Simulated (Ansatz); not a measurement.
Consider TiB2 (space group P6/mmm, No. 191; a = 3.017 Å, c = 3.185 Å). Axes: x lies along a and z along c of the hexagonal cell.

Level of theory: plane-wave PAW DFT at the PBEsol level (Ansatz, an electronic-structure program, 420 eV), no spin-orbit coupling.

Strains are applied to the cell and any free atomic positions relax.

One change was made to it. Results:

```tsv
quantity	base	after
energy relative to the base (free energy F)	0 meV/atom	+0.2 meV/atom
pressure (mean of the normal stresses, compression positive)	0.0 GPa	0.0 GPa
band gap	zero	zero
shortest interatomic distance	1.742 Å	1.742 Å
```

### Question
What was done to the base?
A) tensor shear ε_xz = +2.00 %
B) tensor shear ε_xz = +0.29 %
C) tensor shear ε_xz = +1.71 %
D) tensor shear ε_xz = +0.86 %

### Answer
B, tensor shear ε_xz = +0.29 %. For comparison, the energy relative to the base in the other runs: tensor shear ε_xz = +0.86 % gives +2.1 meV/atom; tensor shear ε_xz = +1.71 % gives +8.4 meV/atom; tensor shear ε_xz = +2.00 % gives +12 meV/atom.

The mesh was chosen for an insulator and is coarse for the gapless case. Without a gap, meshes like the base's 13×13×10 leave anisotropic stresses uncertain by several tenths of a GPa, and small strain energies with them. No phonon test of stability was made. All final runs are without spin polarisation.
